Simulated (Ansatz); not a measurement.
Worked example: self-consistent single point of Se (C2, 3 atoms in the cell) in Ansatz (a quantum-chemistry and plane-wave program).

Method: LDA (PW92), default PAW files made with PBE (plane waves; Ansatz).

The change in words: lattice scaled by 0.98; kpoints.mp_grid.grid: 7 7 5 → 14 14 11. Reference geometry:
```yaml
crystal:
  lattice:
    - [2.19156, -3.79589, 0.00000]
    - [2.19156, 3.79589, 0.00000]
    - [0.00000, 0.00000, 4.96485]
  atoms:
    - { symbol: Se, position: [0.00000, 0.22500, 0.66667] }
    - { symbol: Se, position: [0.78641, 0.78641, 0.00000] }
    - { symbol: Se, position: [0.22500, 0.00000, 0.33333] }
```

Reference input (self-consistent single point, DFT, LDA (PW92), plane waves, default PAW files made with PBE): basis.ecutwfc = 420 eV; kpoints.mp_grid.grid = 7 7 5; hamiltonian.xc = lda; hamiltonian.pseudopotentials = {kind: paw} (the program's default PAW files); scf.occupations.method = fermi_dirac; scf.occupations.width = 0.01 eV. This run's input differs from it in these lines:

Ansatz 0.2 input:
```diff
@@ -3,5 +3,5 @@
   lattice:
-    - [2.191555, -3.795885, 0.000000]
-    - [2.191555, 3.795885, 0.000000]
-    - [0.000000, 0.000000, 4.964850]
+    - [2.147724, -3.719967, 0.000000]
+    - [2.147724, 3.719967, 0.000000]
+    - [0.000000, 0.000000, 4.865553]
   atoms:
@@ -13,3 +13,3 @@
 kpoints:
-  mp_grid: { grid: [7, 7, 5] }
+  mp_grid: { grid: [14, 14, 11] }
 hamiltonian:
```

The program printed (abridged):

```
SCF iter   1: F=—  HF=-16149.568475 eV  |F-HF|=—  |Δ(HF+E_count)|=         —  Δρ=5.13e-3  dr2=8.69e-3  ethr=1.77e-3  ⟨swp⟩=6.2  Hψ=79624  notcnv=0
all-band conjugate gradients solve this SCF's bands
preconditioner: auto → Resta (q_TF=auto, 2.518 Å⁻¹)
SCF iter   2: F=—  HF=-16149.566470 eV  |F-HF|=—  |Δ(HF+E_count)|=   2.01e-3  Δρ=2.78e-3  dr2=2.77e-3  ethr=1.81e-5  ⟨swp⟩=2.0  Hψ=23870  notcnv=0  defer=582
SCF iter   3: F=—  HF=-16149.565990 eV  |F-HF|=—  |Δ(HF+E_count)|=   4.80e-4  Δρ=2.32e-4  dr2=5.63e-5  ethr=5.77e-6  ⟨swp⟩=2.0  Hψ=23844  notcnv=0  defer=582
SCF iter   4: F=—  HF=-16149.565988 eV  |F-HF|=—  |Δ(HF+E_count)|=   2.67e-6  Δρ=9.70e-5  dr2=8.15e-6  ethr=1.17e-7  ⟨swp⟩=2.0  Hψ=30264  notcnv=0  defer=582
SCF iter   5: F=—  HF=-16149.565989 eV  |F-HF|=—  |Δ(HF+E_count)|=   1.72e-6  Δρ=2.39e-5  dr2=6.25e-7  ethr=1.70e-8  ⟨swp⟩=2.0  Hψ=30264  notcnv=0  defer=582
SCF iter   6: F=-16149.565990 eV  HF=-16149.565990 eV  |F-HF|=5.21e-9  |Δ(HF+E_count)|=   6.72e-8  Δρ=7.18e-6  dr2=5.39e-8  ethr=2.08e-10  ⟨swp⟩=7.4  Hψ=76855  notcnv=0
SCF 1 converged in 6 iterations: F = -16149.565990 eV  dr2 = 5.39e-8
Free energy (F): -16149.565990 eV
Internal energy: -16149.565990 eV  (E = F + TS)
E sigma→0 (E₀):  -16149.565990 eV
Fermi energy:    7.895366 eV
--- Forces (eV/Å), atoms counted from 1 ---
  atom   1  Se     0.62643597     0.84069266    -0.12843838
  atom   2  Se    -1.25287161     0.00000000     0.00000000
  atom   3  Se     0.62643597    -0.84069266     0.12843838
--- Stress (GPa, compression-positive) ---
        2.260957       0.000000      -0.000000
        0.000000       1.600340      -0.625897
       -0.000000      -0.625898       5.659378
  P = ⅓ Tr σ = 3.1736 GPa (31.736 kbar)
  The stress holds the Pulay correction. Without it, at fixed plane waves, as pw.x and ABINIT print it: P = 3.1434 GPa
```

The run converged in 6 iterations. Against the reference run the free energy goes up by 11.8 meV/atom, the pressure goes from -0.67 to 3.17 GPa, the largest force goes from 0.530 to 1.253 eV/Å and the gap on the mesh goes from 1.186 to 1.047 eV.

The starting cell has typed, rounded lattice constants, without a prior relaxation at this level. Its lattice was rescaled by up to half a per cent. One atom was moved a little off its site on purpose. For this run, on top of that: lattice scaled by 0.98. With a pressure of about 3 GPa the cell is away from its equilibrium volume at this level. Forces in this geometry exceed 1 eV/Å. Ansatz's pressure includes its estimate of the finite-basis (Pulay) stress. Another mesh or the band path of this cell gives a smaller gap, so this value is not converged in the mesh.

Cost on one core of a shared machine: roughly 40 s.
